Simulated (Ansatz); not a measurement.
Results of RPBE in Ansatz (plane waves, PAW) for AlB2-type TiB₂.

Run with plane-wave cutoff 520 eV, 24×24×18 k mesh (along the axes of the cell as run), Fermi–Dirac smearing 0.05 eV, no spin polarisation, scalar-relativistic PAW data made under PBE.

Response to compression and expansion:

Shape and atoms are relaxed at each volume.

```tsv
V (Å³/atom)	P (GPa)	c (Å)	a (Å)
8.366	10.57	3.192	3.013
8.540	5.03	3.220	3.031
8.715	0.00	3.247	3.049
8.889	-4.55	3.275	3.066
9.063	-8.68	3.303	3.083
```

Note: the bulk modulus comes from volumes at which shape and atoms were relaxed.

Ansatz is a quantum-chemistry and plane-wave program.
